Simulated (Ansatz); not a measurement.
The parent structure is BeS in the zinc blende structure (space group F-43m, No. 216; a = 4.876 Å).

The change: every lattice vector is shortened by 5.34 %; the atoms relax in the strained cell.

Levels (all Ansatz, a quantum-chemistry and plane-wave program, PAW, earlier PAW set): PBE (420 eV, without spin-orbit coupling); r2SCAN (500 eV, without spin-orbit coupling); HSE06 (420 eV, scalar-relativistic without spin-orbit coupling); PBE+SOC (420 eV, spin-orbit coupling included); HSE06+SOC (420 eV, spin-orbit coupling included).

One geometry, relaxed with PBE, under each level:

Notes on the quantities. hole mass: degenerate bands, along [100].

The valence-band top lists the three highest levels at Γ (Kramers pairs under SOC), from the VBM.

```csv
level,band gap,lowest conduction level above the VBM at special points,valence-band top at Γ,electron mass,hole mass,pressure
PBE,2.72 eV,X 2.72 eV; U 4.13 eV; K 4.13 eV; Γ 5.54 eV,"0.00, 0.00, 0.00 eV","0.78 mₑ along k, 0.26 mₑ across (at X)","0.36, 0.47, 0.47 mₑ (at Γ)",20.86 GPa
r2SCAN,3.17 eV,X 3.17 eV; U 4.60 eV; K 4.60 eV; Γ 6.07 eV,–,"0.75 mₑ along k, 0.26 mₑ across (at X)","0.36, 0.46, 0.46 mₑ (at Γ)",21.03 GPa
HSE06,___,___,–,–,–,–
PBE+SOC,2.69 eV,X 2.69 eV; U 4.10 eV; K 4.10 eV; Γ 5.50 eV,"0.00, 0.00, -0.10 eV","0.78 mₑ along k, 0.26 mₑ across (at X)","0.39, 0.46 mₑ (at Γ)",20.85 GPa
HSE06+SOC,___,___,___,–,–,–
```

**Question.** Give the withheld HSE06 and HSE06+SOC results.

**Answer.** 
- HSE06, band gap: 3.66 eV
- HSE06, lowest conduction level above the VBM at special points: X 3.66 eV; U 5.15 eV; K 5.15 eV; Γ 6.75 eV
- HSE06+SOC, band gap: 3.62 eV
- HSE06+SOC, lowest conduction level above the VBM at special points: X 3.62 eV; U 5.12 eV; K 5.12 eV; Γ 6.71 eV
- HSE06+SOC, valence-band top at Γ: 0.00, 0.00, -0.11 eV

Single points use the geometry relaxed with PBE. Their cutoffs differ, which shifts pressures a little. HSE06 gaps are upper bounds (no full band path). The spin-orbit shifts are approximate. Effective masses come from finite differences of ±0.01 Å⁻¹. Along k means along the line from Γ to the band edge. Stability against distortions was not tested.
